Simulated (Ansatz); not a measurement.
Input and output of a self-consistent single point for TiB2 (P6/mmm, 3 atoms in the cell) (Ansatz, a first-principles code).

Computed with PBE (plane waves, PAW; Ansatz).

The change in words: lattice scaled by 0.98. Reference geometry:
```
TiB2
1.0
    3.02593     0.00000     0.00000
   -1.51296     2.62053     0.00000
    0.00000     0.00000     3.22877
Ti B
1 2
Direct
  0.00000   0.00000   0.00000
  0.33333   0.66667   0.50000
  0.66667   0.33333   0.50000
```

Reference input (self-consistent single point, DFT, PBE, plane waves, default PAW files): basis.ecutwfc = 420 eV; kpoints.mp_grid.grid = 8 8 7; hamiltonian.xc = pbe; hamiltonian.pseudopotentials = {kind: paw} (the program's default PAW files); scf.occupations.method = gaussian; scf.occupations.width = 0.136 eV. This run's input differs from it in these lines:

```diff
@@ -3,5 +3,5 @@
   lattice:
-    - [3.02593000, 0.00000000, 0.00000000]
-    - [-1.51296500, 2.62053200, 0.00000000]
-    - [0.00000000, 0.00000000, 3.22877000]
+    - [2.96541100, 0.00000000, 0.00000000]
+    - [-1.48270600, 2.56812100, 0.00000000]
+    - [0.00000000, 0.00000000, 3.16419500]
   atoms:
```

The program printed (abridged):

```
SCF iter   1: F=—  HF=-2814.615208 eV  |F-HF|=—  |Δ(HF+E_count)|=         —  Δρ=3.03e-3  dr2=1.86e-3  ethr=1.77e-3  ⟨swp⟩=4.5  Hψ=2579  notcnv=0
all-band conjugate gradients solve this SCF's bands
preconditioner: auto → none
SCF iter   2: F=—  HF=-2814.614439 eV  |F-HF|=—  |Δ(HF+E_count)|=   7.69e-4  Δρ=9.48e-4  dr2=1.34e-4  ethr=1.03e-5  ⟨swp⟩=2.2  Hψ=1139  notcnv=0
   [... lines left out ...]
SCF iter   5: F=-2814.614455 eV  HF=-2814.614455 eV  |F-HF|=3.71e-10  |Δ(HF+E_count)|=   2.27e-8  Δρ=2.42e-6  dr2=4.08e-10  ethr=8.76e-11  ⟨swp⟩=2.4  Hψ=791  notcnv=0
SCF iter   6: F=-2814.614455 eV  HF=-2814.614455 eV  |F-HF|=9.09e-13  |Δ(HF+E_count)|=  4.25e-10  Δρ=2.00e-7  dr2=4.67e-12  ethr=2.27e-12  ⟨swp⟩=1.0  Hψ=1459  notcnv=0
the last iteration of the SCF fills more bands at one k-point than at another …
SCF 1 converged in 6 iterations: F = -2814.614455 eV  dr2 = 4.67e-12
Free energy (F): -2814.614455 eV
Internal energy: -2814.614135 eV  (E = F + TS)
E sigma→0 (E₀):  -2814.614295 eV
Entropy (-TS):   -0.000319 eV (-0.106 meV/atom)
Fermi energy:    16.286972 eV
--- Forces (eV/Å), atoms counted from 1 ---
  atom   1  Ti    -0.00000000     0.00000000     0.00000000
   [... zero for the other atoms too ...]
--- Stress (GPa, compression-positive) ---
       20.450737      -0.000000       0.000000
        0.000000      20.450737       0.000000
        0.000000       0.000000      13.997339
  P = ⅓ Tr σ = 18.2996 GPa (182.996 kbar)
  The stress holds the Pulay correction. Without it, at fixed plane waves, as pw.x and ABINIT print it: P = 18.0619 GPa
```

The run converged in 6 iterations. Against the reference run the free energy rises by 28.5 meV/atom and the pressure goes from 0.75 to 18.30 GPa.

The starting cell comes from a database of computed structures (which also holds hypothetical and non-ambient phases and stackings), without a prior relaxation at this level. For this run, on top of that: lattice scaled by 0.98. Spin polarisation is off. With a pressure of about 18 GPa the cell is away from its equilibrium volume at this level. Ansatz's pressure includes its estimate of the finite-basis (Pulay) stress.

Keys are those of Ansatz 0.2.
